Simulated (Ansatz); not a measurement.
## Br on the 1x1 (100) surface of monoclinic HfO2 (cut with top plane 2 O), one in a 1x1 cell, started at the site 'hollow O-O-O over O at depth 6.8 Å'

Host crystal: monoclinic HfO2, with a band gap (PBE, scalar-relativistic without spin-orbit coupling).

Calculation: PBE (plane waves to 420 eV, PAW; Ansatz, a quantum-chemistry and plane-wave program).

Model: 25-atom slab, 9.3 Å thick at the start under the adsorbate (thin: gaps and levels are the slab's own), 4x4x1 mesh, Fermi-Dirac 0.01 eV, dipole correction, 12 atoms held, the rest relaxed; no symmetry held; spin-polarised, ending with about 1.0 μB a cell; orders that need a larger cell were not tried, no spin-orbit, no U, no dispersion correction. At the end it is bonded to Hf. In PBE it is, or lies within 0.03 eV of, the lowest of the starts that converged.

The adsorption energy against ½ Br2(g) is 0.042 eV, the gap of the slab on its k-mesh is 0.81 eV and the highest filled level below the top vacuum level is 7.17 eV. The change of the step from the bottom to the top vacuum level, against the clean slab comes out as -0.006 eV and the energy released by relaxation is 0.52 eV. The height of the binding atom over the mean of the host atoms within 0.3 Å of the top one is 1.184 Å. The magnetic moment of the cell is 1.00 μB and the nearest host atoms of the binding atom comes out as O at 2.46 Å, Hf at 2.78 Å, O at 3.25 Å. The largest move of a host atom comes out as 0.15 Å, the caution is the clean host was not checked against rearrangement in a larger or rattled cell and the cost is very roughly 40 core-minutes.

A negative adsorption energy means that the adsorbate is more stable on the surface than in its reference.
